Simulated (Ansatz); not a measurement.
# A computed series for Ga: pressure series

The reference is Ga (space group Cmcm, No. 63).

```
Ga
1.0
    3.82877    -2.28258     0.00000
    3.82877     2.28258     0.00000
    0.00000     0.00000     4.54650
Ga
4
Cartesian
  5.06940  -1.49468   1.13663
  2.58813   1.49468   3.40988
  5.06940   1.49468   3.40988
  2.58813  -1.49468   1.13663
```

Cell and atoms are relaxed at each pressure.

All numbers come from PBEsol (Ansatz, a program for electronic structure, PAW, no SOC).

```json
[
 {"P (GPa)": "-1.01", "V (Å³/atom)": "20.277"},
 {"P (GPa)": "0.30", "V (Å³/atom)": "19.754"},
 {"P (GPa)": "0.70", "V (Å³/atom)": "19.608"},
 {"P (GPa)": "1.51", "V (Å³/atom)": "19.333"},
 {"P (GPa)": "3.01", "V (Å³/atom)": "18.872"},
 {"P (GPa)": "5.00", "V (Å³/atom)": "18.337"},
 {"P (GPa)": "7.50", "V (Å³/atom)": "17.760"},
 {"P (GPa)": "10.00", "V (Å³/atom)": "17.270"}
]
```

Task: Fit a third-order Birch–Murnaghan equation of state.

Result: Least squares on P(V) = (3B₀/2)[(V₀/V)^(7/3) − (V₀/V)^(5/3)]·[1 + (3/4)(B₀′ − 4)((V₀/V)^(2/3) − 1)] gives V₀ = 19.87 Å³/atom, B₀ = 52 GPa and B₀′ = 4.5.

Load acts through the strain it causes; cell and atoms are relaxed under it. No phonon test of stability was made. No other phases were tried under pressure. This is not the structure that Ga has at room temperature and ambient pressure.
